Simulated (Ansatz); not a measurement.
Quick settings and what they miss: In₂Ni₃S₂ (R-3m, 7 atoms in the cell)

Self-consistent single point.

```
CELL_PARAMETERS angstrom
      2.64555     1.52741     4.42168
     -2.64555     1.52741     4.42168
      0.00000    -3.05482     4.42168
ATOMIC_POSITIONS crystal
  In 0.50000 0.50000 0.50000
  In 0.00000 0.00000 0.00000
  Ni 0.50000 0.00000 0.00000
  Ni 0.00000 0.50000 0.00000
  Ni 0.00000 0.00000 0.50000
  S  0.72308 0.72308 0.72308
  S  0.27692 0.27692 0.27692
```

Method: LDA (PW92), default PAW files made with PBE (plane waves; Ansatz, a program for electronic structure).

Base settings: basis.ecutwfc = 420 eV; kpoints.mp_grid.grid = 5 5 5; hamiltonian.xc = lda; hamiltonian.pseudopotentials = {kind: paw} (the program's default PAW files); scf.occupations.method = cold; scf.occupations.width = 0.1 eV.

Tight run (finer mesh or higher cutoff; not a proven limit): basis.ecutwfc: 420 eV → 590 eV; kpoints.mp_grid.grid: 5 5 5 → 7 7 7; scf.convergence.dr2_threshold: default (1e-07 eV) → 1e-09 eV. It gave Fermi level (on the code's own zero) 13.28 eV; pressure -0.50 GPa; largest force (vector length) 0.358 eV/Å.

Quick runs, as changes from the base:
- A: the base itself
- B: basis.ecutwfc: 420 eV → 250 eV; kpoints.mp_grid.grid: 5 5 5 → 3 3 3; scf.occupations.width: 0.1 eV → 0.2 eV; scf.convergence.dr2_threshold: default (1e-07 eV) → 0.001 eV
- C: kpoints.mp_grid.grid: 5 5 5 → 4 4 4; scf.occupations.method: cold → gaussian; scf.occupations.width: 0.1 eV → 0.136 eV
- D: basis.ecutwfc: 420 eV → 210 eV; kpoints.mp_grid.grid: 5 5 5 → 4 4 4; scf.occupations.method: cold → fermi_dirac; scf.occupations.width: 0.1 eV → 0.136 eV
- E: basis.ecutwfc: 420 eV → 250 eV; kpoints.mp_grid.grid: 5 5 5 → 6 6 6; hamiltonian.xc: lda → pbesol; scf.occupations.method: cold → methfessel_paxton; scf.occupations.width: 0.1 eV → 0.272 eV [PBEsol]

Energies are extrapolated to zero smearing width, which holds to low order in the width alone.

Dashes: energy of E, another energy zero.

† marks runs with another functional, U, potentials or spin treatment: their distance from the tight run is not a convergence error alone.

The count of work is k-points × plane waves × bands × iterations; it is no time. 

Pressures in the table are Ansatz's without its Pulay estimate, at a fixed set of plane waves; the tight run's value above holds the estimate.

The starting cell comes from a database of computed structures (which also holds hypothetical and non-ambient phases and stackings), without a prior relaxation at this level. Its lattice was rescaled by a random factor within 2.5 % of one. Spin polarisation is off, so a magnetic state, if there is one, cannot be reached.

```
run  energy less tight (meV/atom)  pressure less tight (GPa)  largest miss in a force vector (eV/Å)  count of work / tight
---  ----------------------------  -------------------------  -------------------------------------  ---------------------
A                             1.8                       0.11                                  0.014                   0.23
B                          1326.5                     -90.27                                  0.097                  0.018
C                            -0.6                       0.14                                  0.009                   0.16
D                          6065.3                    -328.15                                  0.205                  0.057
E†                              –                     -86.93                                  0.370                   0.16
```

Among the runs at the tight run's level, the energy misses run from 0.6 to 6065.3 meV/atom.

Left out of this page: 1 run of the series outside the window shown, repeating another row's setting, or not comparable.

Keys are those of Ansatz 0.2.
